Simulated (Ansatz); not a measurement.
The parent structure is ZnSe in the zinc blende structure (space group F-43m, No. 216).

```cif
data_SeZn
_chemical_formula_sum 'Se1 Zn1'
_space_group_name_H-M_alt 'P 1'
_space_group_IT_number 1
_cell_length_a 4.00652
_cell_length_b 4.00652
_cell_length_c 4.00652
_cell_angle_alpha 60.000
_cell_angle_beta 60.000
_cell_angle_gamma 60.000
loop_
_space_group_symop_operation_xyz
  'x, y, z'
loop_
_atom_site_label
_atom_site_type_symbol
_atom_site_fract_x
_atom_site_fract_y
_atom_site_fract_z
_atom_site_occupancy
Se1 Se 0.75000 0.75000 0.75000 1
Zn1 Zn 0.00000 0.00000 0.00000 1
```

Levels (all Ansatz, a program for electronic structure, PAW, earlier PAW set): r2SCAN (500 eV, spin-orbit coupling left out); HSE06+SOC (420 eV, noncollinear with spin-orbit coupling).

The geometry is relaxed with r2SCAN.

| Item | Value |
|---|---|
| r2SCAN band gap | 1.86 eV |
| r2SCAN valence-band top at Γ | 0.00, 0.00, 0.00 eV |

Problem. How does going to HSE06+SOC change the band gap and valence-band top at Γ?

Solution. The band gap increases by 0.41 eV (1.86 eV → 2.27 eV); the valence-band top at Γ (three highest Kramers pairs, from the VBM) changes from 0.00, 0.00, 0.00 eV to 0.00, 0.00, -0.43 eV. The threefold valence maximum splits by Δso ≈ 0.43 eV.

Single points use the geometry relaxed with r2SCAN. Differences between runs with and without spin-orbit coupling are approximate. Stability against distortions was not tested.
